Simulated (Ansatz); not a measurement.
Start from WSe2 in the 2H-MoS2 type structure (space group P6_3/mmc, No. 194; a = 3.2791 Å, c = 12.7861 Å; layered, stacked along the Cartesian z axis). Axes: x lies along a and z along c of the hexagonal cell.

The values are results of Ansatz (a quantum-chemistry and plane-wave program), PBE-D3(BJ), PAW, cutoff 420 eV, no spin-orbit coupling, not measurements.

One thing is altered: uniaxial strain ε_zz = +1.28 %, all other strain components held at zero, atoms relaxed at fixed cell.

Problem. Predict the stress tensor and what it implies for the stiffness.

Solution. Stress of the strained cell less that of the base (GPa, compression positive):
```
  -0.14    0.00    0.00
   0.00   -0.14    0.00
   0.00    0.00   -0.77
```

Then −Δσ_ii/ε with ε = 0.0128 gives secant stiffness values (nonlinear terms included at this strain): C33 ≈ 60 GPa.

Whether these cells are dynamically stable was not tested.
